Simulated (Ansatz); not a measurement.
We consider rock-salt TbN, described by PBEsol (PAW; Ansatz, a first-principles code).

Numerical settings: plane-wave cutoff 500 eV, 14×14×14 k mesh, Fermi–Dirac smearing 0.05 eV, spin-polarised with parallel moments, scalar-relativistic PAW data made under PBE.

Computed at the level's own relaxed cell.

### Question
What does this level give for the volume per atom and equilibrium lattice constant a?

### Answer

* **volume per atom**: 13.97 Å³/atom
* **equilibrium lattice constant a**: 4.817 Å

The run finds no gap.

Measured, for comparison: equilibrium volume per atom 14.90 Å³/atom (temperature not stated, not corrected to a static lattice; as tabulated in Natali et al. (2013), arXiv:1208.2410). Computed (rounded) less measured: equilibrium volume per atom -6.2 %.

Note: the magnetic order was assumed, not searched for or taken from measurement; the 4f shell is treated without U or exact exchange, so its levels and filling can be wrong; the volume lies 7 % below that of the published cell.

Spin–orbit coupling is not included.

Computed values are for the static lattice.
